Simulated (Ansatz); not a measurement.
Consider GaN in the wurtzite structure (space group P6_3mc, No. 186; a = 3.1831 Å, c = 5.1836 Å).

Level of theory: Ansatz (an electronic-structure program), r2SCAN, PAW, cutoff 500 eV, scalar-relativistic without spin-orbit coupling.

Before the change:

| Quantity | Value |
|---|---|
| Electron mass | 0.17 mₑ along c, 0.19 mₑ across (at Γ) |
| Band gap | 2.35 eV |

It is then changed as follows: the cell is scaled by 1.0314 in all directions, atoms relaxed at fixed cell.

What happens to the electron mass and band gap?

The electron mass goes from 0.17 mₑ along c, 0.19 mₑ across (at Γ) to 0.13 mₑ along c, 0.14 mₑ across (at Γ); the band gap decreases by 0.64 eV (2.35 eV → 1.71 eV).

The cells carry an imposed strain or load. Masses are band curvatures over ±0.01 Å⁻¹ around the edge. No phonon test of stability was made.
